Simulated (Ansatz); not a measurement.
Input and output of a zone-centre phonon calculation for InSb (P-6m2, 2 atoms in the cell) (Ansatz, a quantum-chemistry and plane-wave program).

Method of the run: PBE, harder PAW files (source: ansatz) (plane waves; Ansatz).

```
CELL_PARAMETERS angstrom
      3.98846     0.00000     0.00000
     -1.99423     3.45411     0.00000
      0.00000     0.00000     3.89254
ATOMIC_POSITIONS crystal
  In 0.00000 0.00000 0.00000
  Sb 0.66667 0.33333 0.50000
```

Reference input (self-consistent single point, DFT, PBE, plane waves, harder PAW files (source: ansatz)): basis.ecutwfc = 710 eV; kpoints.mp_grid.grid = 7 7 6; hamiltonian.xc = pbe; hamiltonian.pseudopotentials = {kind: paw, source: ansatz}; scf.occupations.method = cold; scf.occupations.width = 0.136 eV. This run's input differs from it in these lines:

Ansatz 0.2 input:
```diff
@@ -10,3 +10,3 @@
 basis:
-  ecutwfc: 710.0 eV
+  ecutwfc: 495.0 eV
 kpoints:
@@ -18,6 +18,4 @@
   occupations: { method: cold, width: 0.136 eV }
-output:
-  forces: true
-  eigenvalues: true
-  stress: true
+phonons:
+  method: dfpt
```

Output (repeated stretches shortened):

```
SCF iter   1: F=—  HF=-18225.439720 eV  |F-HF|=—  |Δ(HF+E_count)|=         —  Δρ=2.32e-2  dr2=3.36e-1  ethr=3.10e-3  ⟨swp⟩=5.3  Hψ=6734  notcnv=0
all-band conjugate gradients solve this SCF's bands
preconditioner: auto → Resta (q_TF=auto, 2.619 Å⁻¹)
SCF iter   2: F=—  HF=-18225.335903 eV  |F-HF|=—  |Δ(HF+E_count)|=   1.04e-1  S|Δr|=    0.00e0  Δρ=1.02e-2  dr2=5.51e-2  ethr=8.00e-4  ⟨swp⟩=2.0  Hψ=3320  notcnv=0  defer=41
   [... lines left out ...]
SCF iter  10: F=—  HF=-18225.320140 eV  |F-HF|=—  |Δ(HF+E_count)|=   1.41e-9  S|Δr|=    0.00e0  Δρ=4.73e-7  dr2=1.33e-10  ethr=7.08e-12  ⟨swp⟩=2.0  Hψ=2078  notcnv=0  defer=41
SCF iter  11: F=—  HF=-18225.320140 eV  |F-HF|=—  |Δ(HF+E_count)|=  2.91e-11  S|Δr|=    0.00e0  Δρ=1.75e-7  dr2=1.39e-11  ethr=1.00e-12  ⟨swp⟩=1.0  Hψ=1627  notcnv=0  defer=41
SCF iter  12: F=-18225.320140 eV  HF=-18225.320140 eV  |F-HF|=3.64e-12  |Δ(HF+E_count)|=  7.28e-12  S|Δr|=    0.00e0  Δρ=3.47e-8  dr2=7.04e-13  ethr=1.00e-12  ⟨swp⟩=9.1  Hψ=7397  notcnv=0
SCF 1 converged in 12 iterations: F = -18225.320140 eV  dr2 = 7.04e-13
DFPT response loops at Γ: preconditioner auto → Kerker (q_TF=auto, 2.619 Å⁻¹) (partly filled bands, converged f_vac=0.022) …
Stability not checked (fill_not_monotonic)
Free energy (F): -18225.320140 eV
Internal energy: -18225.324601 eV  (E = F + TS)
E sigma→0 (E₀):  -18225.321627 eV
Entropy (-TS):   0.004462 eV (2.231 meV/atom)
Fermi energy:    12.426657 eV
   [... lines left out ...]
  ASR residual: 1.187e-4 → 0.000e0 eV/Å²; symmetrization residual: 3.625e-5 eV/Å²
  ASR residual per site (eV/Å²): 1.19e-4 3.95e-5
  Γ frequencies (cm⁻¹): 0.00 0.00 0.00 129.02 129.02 133.35
  non-analytic LO–TO correction: not included (Born effective charges unavailable; polar crystals: no LO–TO splitting at Γ)
```

The run converged in 12 iterations. 

Summary of the result:
| Property | Value |
|---|---|
| Free energy E − TS (on the zero of these files) | -18225.3201 eV |
| Fermi level (on the code's own zero) | 12.43 eV |
| Zone-centre frequencies (cm⁻¹; negative means imaginary) | 0, 0, 0, 129, 129, 133 |

The starting cell was generated: these elements placed on a structure prototype, without a prior relaxation; it need not be a known phase or ordering of this composition. Its lattice was rescaled by a random factor within 2.5 % of one. The cutoff lies below the one recommended for these files.

Cost on one core of a shared machine: roughly 70 s.
